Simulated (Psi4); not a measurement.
Psi4 1.11, PBE0/def2-svp: W(NH)(NMe)(Br)(OMe) (C[N]=[W](=[NH])([Br])[O]C), 14 atoms. The geometry is a generated start, not checked to be a minimum at this level.

```
Property                                             Result
--------------------------  -------------------------------
task                                                 energy
method                                                 pbe0
basis                                              def2-svp
memory                                                 3 GB
maxiter                                                 100
keys of the molecule block                      symmetry c1
scf_type                                       df (default)
guess                        auto, which took SAD (default)
scf_initial_accelerator                     adiis (default)
e_convergence                               1e-06 (default)
d_convergence                               1e-06 (default)
dft_radial_points                              75 (default)
dft_spherical_points                          302 (default)
effective core potentials   those of the basis set, past Kr
basis functions                                         169
grid points                                          301318
```

```xyz
14

W     -0.6445     0.2362     0.7854
N     -0.9313    -1.0703     1.9687
H     -1.0672    -1.9320     2.5008
N     -1.0615    -0.2832    -0.8767
C     -1.3926    -1.0006    -2.0588
H     -1.0446    -2.0410    -1.9864
H     -2.4802    -1.0175    -2.2051
H     -0.9381    -0.5436    -2.9489
Br    -2.2592     1.9741     1.3152
O      1.0468     0.9757     0.8802
C      2.4169     1.1412     0.6943
H      2.6711     2.2091     0.7205
H      2.9717     0.6253     1.4924
H      2.7125     0.7266    -0.2818
```

Charge 0 and multiplicity 1 are set for this test and not shown to be the ground state.

One run each on 2 threads. Values of diis_max_vecs tried: 3, 6, 10 (default), 20.

Problem. Predict the course of the SCF iterations along this series.

Solution. Fewest SCF iterations, within one of each other: 6 with 12, 10 (default) with 12, 20 with 12. The count rises to 49 at 3. All converge to one solution.

```csv
diis_max_vecs,SCF iterations,end
3,49,same solution
6,12,same solution
10 (default),12,same solution
20,12,same solution
```
